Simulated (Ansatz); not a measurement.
The starting structures come from a database of crystals and need not be the phases stable at ambient conditions.

 Where the default PAW files enter, the runs use the earlier of Ansatz's two default sets.

Crystal: Ba$_{2}$MgWO$_{6}$ (Fm-3m, not sure to be the ambient phase, 10 atoms a cell, 14.0 Å³ an atom, -9 GPa at this level); planes in its conventional cell.

These are PBEsol (plane waves, PAW; Ansatz, an electronic-structure program) values and carry that method's errors.

The gap is the functional's own, uncorrected, and κ follows it; spin-orbit coupling is left out. Mid-gap values are interpolated between the computed energies.

```
plane  area of the cell (Å²)  mid-gap κ (1/Å)  largest κ in the gap (1/Å)
-----  ---------------------  ---------------  --------------------------
(111)                   29.4             0.35                        0.37
(001)                   33.9                …                           …
(110)                   48.0                …                           …
```

Problem. The slowest decay depends on the direction. Supply the withheld values.

Solution. 
- (001), mid-gap κ (1/Å): 0.39
- (001), largest κ in the gap (1/Å): 0.39
- (110), mid-gap κ (1/Å): 0.33
- (110), largest κ in the gap (1/Å): 0.33
